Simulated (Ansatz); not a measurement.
**Pressure series in ZnSnO3**

Take ZnSnO3 (space group R3c, No. 161) as the base.

```cif
data_O18Sn6Zn6
_chemical_formula_sum 'Zn6 Sn6 O18'
_space_group_name_H-M_alt 'R3c :H'
_space_group_IT_number 161
_space_group_name_Hall 'R 3 -2"c'
_cell_length_a 5.27831
_cell_length_b 5.27831
_cell_length_c 14.00994
_cell_angle_alpha 90.000
_cell_angle_beta 90.000
_cell_angle_gamma 120.000
loop_
_atom_site_label
_atom_site_type_symbol
_atom_site_symmetry_multiplicity
_atom_site_Wyckoff_symbol
_atom_site_fract_x
_atom_site_fract_y
_atom_site_fract_z
_atom_site_occupancy
Zn1 Zn 6 a 0.00000 0.00000 0.20508 1
Sn1 Sn 6 a 0.00000 0.00000 0.48743 1
O1 O 18 b 0.02609 0.36847 0.25240 1
```
(The calculation used a cell of 10 atoms; values per cell refer to that cell.)

Cell and atoms are relaxed at each pressure.

All numbers come from Kohn–Sham DFT with the PBEsol functional, run in Ansatz (an electronic-structure program) with PAW and 420 eV plane waves, spin-orbit coupling left out.

Candidates:
(a) pressure 50 GPa
(b) pressure 100 GPa
(c) pressure −2 GPa
(d) pressure 30 GPa
(e) pressure 75 GPa

Before the change:

The band gap comes out as 1.25 eV.

Question: Order them by band gap, highest first.

Answer: (a) pressure 50 GPa (2.16 eV), (e) pressure 75 GPa (2.13 eV), (b) pressure 100 GPa (2.00 eV), (d) pressure 30 GPa (1.96 eV), (c) pressure −2 GPa (1.18 eV)

Load acts through the strain it causes; cell and atoms are relaxed under it. Stability against distortions was not tested. Competing high-pressure phases were not computed.
